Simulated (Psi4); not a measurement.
Psi4 1.11, HF/def2-svp, scf_type pk: C[Si@H](F)[SiH](N)N, 15 atoms. The geometry is a generated start, not checked to be a minimum at this level.

```json
{
 "task": "energy",
 "method": "scf",
 "basis": "def2-svp",
 "memory": "7 GB",
 "e_convergence": "1e-08",
 "d_convergence": "1e-07",
 "guess": "auto, which took SAD (default)",
 "diis_max_vecs": "10 (default)",
 "scf_initial_accelerator": "adiis (default)",
 "basis_functions": "137"
}
```

```xyz
15

C      2.4368    -0.0264    -0.0275
Si     0.9299    -1.0594     0.2249
F      0.7857    -2.0741    -1.0124
Si    -0.9521     0.3231     0.3589
N     -2.4534    -0.4076     0.0832
N     -1.1455     1.4737    -0.8649
H      3.3327    -0.6514    -0.0951
H      2.3728     0.5574    -0.9511
H      2.5861     0.6741     0.8002
H      1.0459    -1.8664     1.4710
H     -1.0375     1.0475     1.6388
H     -2.5866    -1.1908     0.7186
H     -2.4416    -0.8122    -0.8520
H     -2.1465     1.6582    -0.9152
H     -0.7267     2.3543    -0.5774
```

The reference run uses exact four-centre integrals (scf_type = pk). Each setting ran once; only counts and results are compared.

Measured:

| setting | energy against the reference |
|---|---|
| scf_type = cd, cholesky_tolerance = 1e-06 | +0.014 meV/atom |
| scf_type = cd, cholesky_tolerance = 1e-05 | +0.0090 meV/atom |
| scf_type = cd, cholesky_tolerance = 0.0001 (default) | −0.88 meV/atom |
| scf_type = cd, cholesky_tolerance = 0.01 | +130 meV/atom |

Q: Estimate the difference from the reference for scf_type = cd, cholesky_tolerance = 0.001.

A: energy against the reference: +5.6 meV/atom. Total energies are compared; such shifts often cancel in part in energy differences.
